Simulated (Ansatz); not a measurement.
**Au, response to strain**

The reference is Au in the fcc (Cu type) structure (space group Fm-3m, No. 225; relaxed with 0.1 eV smearing).

```yaml
crystal:
  lattice:
    - [0.00000, 2.06226, 2.06226]
    - [2.06226, 0.00000, 2.06226]
    - [2.06226, 2.06226, 0.00000]
  atoms:
    - { symbol: Au, position: [0.00000, 0.00000, 0.00000] }
```

Cartesian axes are those of the cell as printed.

Strains are applied to the cell and any free atomic positions relax; under biaxial strain the out-of-plane vector relaxes too.

The values are results of Ansatz (an electronic-structure program), r2SCAN, PAW, cutoff 500 eV, no SOC, not measurements.

Notes on the quantities. energy relative to the base: free energy F.

| biaxial strain, plane normal [001], relaxed out of plane (%) | energy relative to the base (meV/atom) |
|---|---|
| 0 | 0.0 |
| 0.5 | 0.1 |
| 1 | ? |
| 1.5 | 0.9 |
| 2 | 1.6 |
| 2.5 | 2.5 |
| 3 | 3.5 |

Question: Fit ΔE = Aε² + Bε³ (ε in %) to the rows shown and predict the withheld row.

Answer: Least squares on the printed values gives A = 0.424 and B = -0.011 meV/atom (largest residual 0.0 meV/atom); this predicts 0.4 meV/atom, and the run gives 0.4 meV/atom, in agreement.

Stability against distortions was not tested.
